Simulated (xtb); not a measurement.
xtb 6.7.1, GFN2-xTB: Cc1ccsc1[Si](C)(C)c1cccs1, 28 atoms. The geometry is a generated start, not checked to be a minimum at this level.

| Property | Value |
|---|---|
| method | GFN2-xTB |
| --acc | 1 (default) |
| --etemp (K) | 300 (default) |
| detailed input (--input) | none: ANC optimiser, Lindh (1995) Hessian, microcycle=20, maxdispl=1.0, hlow=0.01 (default) |
| basis functions | 88 |
| valence electrons | 74 |

```xyz
28

C     -3.2357    -0.4965     0.4426
C     -2.4168     0.6659    -0.0198
C     -2.9675     1.9796    -0.1989
C     -2.0423     2.8958    -0.6364
S     -0.5040     2.1997    -0.8435
C     -1.0564     0.6422    -0.3285
Si     0.2835    -0.6865    -0.3308
C     -0.2643    -2.1201     0.6943
C      0.5749    -1.1378    -2.1024
C      1.9222    -0.0985     0.3733
C      3.1925     0.0202    -0.1693
C      4.1417     0.5285     0.7640
C      3.5741     0.7851     1.9905
S      1.9066     0.4160     2.0193
H     -2.8922    -0.8429     1.4220
H     -3.1721    -1.3225    -0.2727
H     -4.2919    -0.2233     0.5380
H     -4.0034     2.2381    -0.0135
H     -2.1988     3.9446    -0.8467
H     -0.5423    -1.8167     1.7084
H      0.5316    -2.8669     0.7822
H     -1.1274    -2.6240     0.2491
H     -0.3478    -1.4887    -2.5754
H      1.3137    -1.9409    -2.1886
H      0.9421    -0.2860    -2.6834
H      3.4341    -0.2408    -1.1935
H      5.1881     0.7007     0.5445
H      4.0578     1.1757     2.8750
```

The structure is relaxed from this start with --opt LEVEL for the levels crude, sloppy, loose, lax, normal, tight, vtight, extreme, once each. Up to the end of the extreme run atoms move by at most 2.1 Å along an axis.

Task: What is the loosest level that ends within 5 meV of the extreme run, and how many cycles does it take?

Result: normal: 64 cycles against 114, ending 1.3 meV above.

| level | cycles | energy above the extreme run (meV) | gradient norm (eV/Å) |
|---|---|---|---|
| crude | 4 | 40 | 0.21 |
| sloppy | 6 | 35 | 0.099 |
| loose | 6 | 35 | 0.099 |
| lax | 17 | 27 | 0.040 |
| normal | 64 | 1.3 | 0.022 |
| tight | 81 | 0.31 | 0.018 |
| vtight | 103 | 0.026 | 0.0018 |
| extreme | 114 | — | 0.0019 |
